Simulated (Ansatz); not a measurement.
```xyz
4
Lattice="3.4118 0.0000 0.0000 -1.7059 2.9547 0.0000 0.0000 0.0000 5.6250" Properties=species:S:1:pos:R:3 pbc="T T T"
Be     1.7059     0.9849     5.6225
Be     0.0000     1.9698     2.8100
S      1.7059     0.9849     3.5192
S      0.0000     1.9698     0.7067
```

Relaxed-ion tensors in this frame from PBEsol in Ansatz (a quantum-chemistry and plane-wave program). Proper piezoelectric stress tensor e (C/m²):

```
 0.00   0.00   0.00   0.00  -0.05   0.00
 0.00   0.00   0.00  -0.05   0.00   0.00
-0.04  -0.04   0.21   0.00   0.00   0.00
```

Stiffness C (GPa):

```
 191  57.1  39.2   0.0   0.0   0.0
57.1   191  39.2   0.0   0.0   0.0
39.2  39.2   220   0.0   0.0   0.0
 0.0   0.0   0.0  54.5   0.0   0.0
 0.0   0.0   0.0   0.0  54.5   0.0
 0.0   0.0   0.0   0.0   0.0  66.8
```

The cell was generated from a structure type, relaxed within its symmetry, and need not be the phase found at ambient conditions.

Question: Obtain the piezoelectric strain tensor d.

Answer: d = e S with S = C⁻¹, in pC/N:

```
 0.0   0.0   0.0   0.0  -0.9   0.0
 0.0   0.0   0.0  -0.9   0.0   0.0
-0.3  -0.3   1.1   0.0   0.0   0.0
```
Away from Γ the polar cell without biaxial strain shows no imaginary mode on a 2×2×2 mesh.
